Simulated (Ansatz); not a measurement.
Defect: interstitial Ti in rutile TiO2, charge state +4. Calculation: PBE, PAW (plane waves to 420 eV; Ansatz, an electronic-structure program).

Cell of 72 host sites held at the relaxed PBE lattice; one k-point at (0.250, 0.250, 0.250); Fermi-Dirac width 0.01 eV, spin-restricted; finite-size errors left in. Energies are static. The charge state is imposed; whether it is stable for some Fermi level was not computed. Sites that were not tried may lie lower.

Barriers: single points on a 2×2×2 k-point mesh shifted by half a step at the bands' geometries.

Relaxed starting cell (atoms counted from 1):

```
CELL_PARAMETERS angstrom
      9.28699     0.00000     0.00000
      0.00000     9.28699     0.00000
      0.00000     0.00000     8.89145
ATOMIC_POSITIONS crystal
  Ti 0.99810 0.03167 0.99719
  Ti 0.00073 0.02311 0.33939
  Ti 0.99776 0.99164 0.67141
  Ti 0.00039 0.46831 0.99622
  Ti 0.99860 0.47571 0.33852
  Ti 0.00132 0.50768 0.67047
  Ti 0.50208 0.00860 0.99288
  Ti 0.49793 0.01206 0.34163
  Ti 0.50825 0.98431 0.66448
  Ti 0.49631 0.49059 0.99327
  Ti 0.50142 0.48711 0.34209
  Ti 0.49096 0.51547 0.66491
  Ti 0.26053 0.24882 0.16945
  Ti 0.25098 0.24871 0.50830
  Ti 0.25804 0.24498 0.82793
  Ti 0.29410 0.75396 0.16872
  Ti 0.23257 0.75051 0.49226
  Ti 0.24802 0.76152 0.82766
  Ti 0.73825 0.25036 0.16945
  Ti 0.74878 0.25054 0.50852
  Ti 0.74035 0.25458 0.82827
  Ti 0.70441 0.74502 0.16831
  Ti 0.76676 0.74883 0.49197
  Ti 0.75103 0.73808 0.82752
  O  0.14859 0.16180 0.99975
  O  0.14937 0.15884 0.33688
  O  0.15308 0.15367 0.66777
  O  0.13814 0.66622 0.01662
  O  0.14028 0.66826 0.31870
  O  0.14736 0.65734 0.66775
  O  0.64855 0.15385 0.00259
  O  0.64770 0.15475 0.33374
  O  0.65038 0.15288 0.66820
  O  0.64665 0.65196 0.99366
  O  0.64683 0.65328 0.34322
  O  0.65229 0.65374 0.66807
  O  0.10086 0.40158 0.16939
  O  0.10205 0.40537 0.50325
  O  0.10206 0.40406 0.83073
  O  0.10652 0.91770 0.16911
  O  0.09660 0.90539 0.49971
  O  0.09731 0.90796 0.83767
  O  0.60163 0.40426 0.16792
  O  0.59674 0.40366 0.50422
  O  0.59678 0.40343 0.83385
  O  0.58983 0.90219 0.16813
  O  0.60319 0.90556 0.49882
  O  0.60320 0.90432 0.83644
  O  0.39739 0.09518 0.16768
  O  0.40219 0.09560 0.50414
  O  0.40206 0.09612 0.83380
  O  0.40950 0.59742 0.16810
  O  0.39600 0.59408 0.49905
  O  0.39526 0.59479 0.83657
  O  0.89789 0.09780 0.16973
  O  0.89680 0.09418 0.50315
  O  0.89690 0.09512 0.83074
  O  0.89204 0.58172 0.16942
  O  0.90221 0.59399 0.49981
  O  0.90182 0.59135 0.83785
  O  0.35031 0.34557 0.00279
  O  0.35096 0.34486 0.33380
  O  0.34876 0.34632 0.66813
  O  0.35238 0.84706 0.99398
  O  0.35190 0.84646 0.34309
  O  0.34675 0.84555 0.66818
  O  0.85042 0.33744 0.99985
  O  0.84978 0.34032 0.33699
  O  0.84580 0.34582 0.66791
  O  0.86030 0.83313 0.01636
  O  0.85917 0.83095 0.31866
  O  0.85160 0.84209 0.66780
  Ti 0.99919 0.74971 0.14370
```
Cell charge +4.

End state 1 differs by these moves (Å; atoms that move under 0.08 Å are left out):

```tsv
atom	element	Δx	Δy	Δz
1	Ti	-0.03	0.12	0.02
2	Ti	-0.12	-0.23	0.01
3	Ti	0.01	-0.09	0.04
4	Ti	0.03	-0.12	0.02
5	Ti	0.12	0.23	0.02
6	Ti	-0.01	0.08	0.04
9	Ti	-0.08	0.15	-0.05
12	Ti	0.07	-0.16	-0.05
14	Ti	-0.16	-0.07	-0.04
16	Ti	-0.12	-0.03	0.02
17	Ti	0.08	0.01	0.04
18	Ti	0.23	-0.13	0.01
20	Ti	0.15	0.07	-0.05
22	Ti	0.13	0.03	0.03
23	Ti	-0.09	-0.01	0.05
24	Ti	-0.24	0.11	0.02
26	O	0.04	-0.12	-0.04
28	O	0.27	-0.23	-0.16
29	O	0.16	-0.15	0.11
35	O	0.06	-0.06	-0.05
39	O	-0.06	-0.07	-0.06
40	O	-0.22	-0.27	-0.16
42	O	-0.16	-0.17	0.10
47	O	-0.08	-0.03	0.01
48	O	-0.12	-0.04	-0.05
54	O	0.11	0.04	-0.05
57	O	0.06	0.07	-0.06
58	O	0.22	0.27	-0.17
60	O	0.15	0.16	0.10
65	O	-0.07	0.05	-0.05
68	O	-0.04	0.12	-0.05
70	O	-0.27	0.22	-0.16
71	O	-0.17	0.15	0.11
73	Ti	0.00	0.00	-1.07
```

Problem. Give the forward and backward barriers to end state 1 at the level PBE, PAW.

Solution. forward 0.20 eV, backward 0.20 eV; at the saddle point atom 73 has neighbours 4 O at 1.84 Å. The saddle point's order was not checked, and it lies on a symmetry element of the cell, where a band can be held.
